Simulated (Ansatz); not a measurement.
Consider CsGeBr₃ in the cubic perovskite structure (space group Pm-3m, No. 221; a = 5.4746 Å; a cell from a computed database, its experimental status unchecked). Axes: x, y, z lie along the cube axes.

It is then changed as follows: tensile biaxial strain of 1.80 % in the plane normal to [111], as in epitaxy on a mismatched substrate; the out-of-plane cell vector and the atoms relax.

Levels (all Ansatz, a quantum-chemistry and plane-wave program, PAW): PBEsol (420 eV, spin-orbit coupling left out); r2SCAN (500 eV, without spin-orbit coupling).

The geometry is relaxed with PBEsol.

- PBEsol band gap = 0.38 eV
- PBEsol pressure = -0.46 GPa
- PBEsol gap character = direct at T

With r2SCAN at the same geometry, the band gap increases by 0.17 eV, from 0.38 eV to 0.55 eV; the pressure increases by 1.00 GPa, from -0.46 GPa to 0.54 GPa; the gap character remains direct at T.

Single points use the geometry relaxed with PBEsol. Their cutoffs differ, which shifts pressures a little. Stability against distortions was not tested. Many cubic perovskites are stable only at high temperature; tilts and polar distortions were not tested. k-point labels follow each cell's own Brillouin zone.
